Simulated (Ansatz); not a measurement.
# ZrO2: pressure series

The reference is ZrO2 in the fluorite structure (space group Fm-3m, No. 225; a = 5.116 Å).

Cell and atoms are relaxed at each pressure.

Calculations: PBE in Ansatz (plane waves to 420 eV, PAW, no spin-orbit coupling).

| pressure (GPa) | band gap (eV) |
|---|---|
| -2 | 3.29 |
| -1 | 3.31 |
| 0 | 3.32 |
| 0.3 | 3.32 |
| 0.7 | 3.33 |
| 1.5 | 3.33 |
| 3 | 3.35 |
| 5 | ? |
| 10 | 3.43 |

Question: Fit E_g = E₀ + αP + βP² to the rows shown and predict the withheld row.

Answer: Least squares on the printed values gives E₀ = 3.32 eV, α = 11.4 meV/GPa, β = -0.022 meV/GPa² (largest residual 0.00 eV); this predicts 3.37 eV, and the run gives 3.37 eV, in agreement.

Load acts through the strain it causes; cell and atoms are relaxed under it. No phonon test of stability was made. Competing high-pressure phases were not computed. This is not the structure that ZrO2 has at room temperature and ambient pressure.

Ansatz is an electronic-structure program.
